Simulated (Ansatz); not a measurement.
The reference is TaAgO3 in the cubic perovskite structure (space group Pm-3m, No. 221; a = 3.951 Å; a cell from a computed database, its experimental status unchecked). Axes: x, y, z lie along the cube axes.

All numbers come from DFT with PBEsol, PAW potentials and a 420 eV plane-wave cutoff in Ansatz (an electronic-structure program), scalar-relativistic without spin-orbit coupling.

Base values:

| Property | Result |
|---|---|
| Band gap | 1.62 eV |

Modification: uniaxial stress, 3 GPa compression along x; all other stress components relax to zero.

### Question
Predict the new energy relative to the base.

### Answer
The energy increases by 0.8 meV/atom.

### Question
How does this affect the band gap?

### Answer
The band gap stays essentially unchanged (1.62 eV against 1.61 eV).

### Question
Predict the new secant Young's modulus along x.

### Answer
The secant Young's modulus along x amounts to 430 GPa.

Spin-orbit coupling, missing from the scalar runs, can matter with Ta. Load acts through the strain it causes; cell and atoms are relaxed under it. Stability under load was not tested beyond the relaxation. Many cubic perovskites are stable only at high temperature; tilts and polar distortions were not tested.
